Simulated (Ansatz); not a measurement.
The starting structures come from a database of crystals and need not be the phases stable at ambient conditions.

Here is the system:

```yaml
crystal:
  lattice:
    - [4.01132, 0.00000, 0.00000]
    - [-2.00566, 3.47391, 0.00000]
    - [2.00566, 1.15797, 6.54588]
  atoms:
    - { symbol: Al, position: [0.00048, 0.00024, 0.99928] }
    - { symbol: Ga, position: [0.99973, 0.49986, 0.50041] }
    - { symbol: As, position: [0.75031, 0.87516, 0.37453] }
    - { symbol: As, position: [0.74945, 0.37472, 0.87583] }
```

Space group of this cell: R3m. The cell is taken as given.

Computed with r2SCAN (plane waves, PAW; Ansatz, a program for electronic structure).

The current runs along the normal of the first two printed vectors; no spin-orbit coupling. Scaled by the factor s: both lengths across the current (ions clamped). Meshes 10×10×10 and 12×12 across the current in all rows.

```tsv
s	mean pressure (GPa)	band gap (eV)
0.98	3.4	?
1.00	0.1	1.34
1.02	-2.6	1.01
```

Q: Take the slope of the band gap against ln s from the two given rows, extrapolate to s = 0.98, and say what the run there gives.

A: Slope = (1.01 − 1.34) / ln 1.02 = -16.7 eV. The line gives 1.34 + (-16.7) × ln 0.98 = 1.68 eV. The run gives 1.57 eV, 0.11 eV under the line, 32 % of the predicted step.
